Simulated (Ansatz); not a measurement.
B20 (FeSi-type) CoSi was calculated with PBE-D4 in Ansatz (PAW).

Settings: plane-wave cutoff 500 eV, 10×10×10 k mesh, Fermi–Dirac smearing 0.05 eV, no spin polarisation, scalar-relativistic PAW data made under PBE.

Computed at the level's own relaxed cell.

### Question
What does this level give for the equilibrium volume per atom and lattice parameter a?

### Answer

- equilibrium volume per atom: 10.54 Å³/atom
- lattice parameter a: 4.386 Å

Measured, for comparison: equilibrium volume per atom 10.97 Å³/atom, lattice constant a 4.444 Å (temperature not stated, no zero-point or thermal correction; as tabulated in Wikipedia's data pages). Computed (rounded) less measured: equilibrium volume per atom -3.9 %, lattice constant a -1.3 %. A static lattice is as a rule a little smaller and stiffer than an uncorrected measurement, which can account for part of this.

Ansatz is a program for electronic structure.
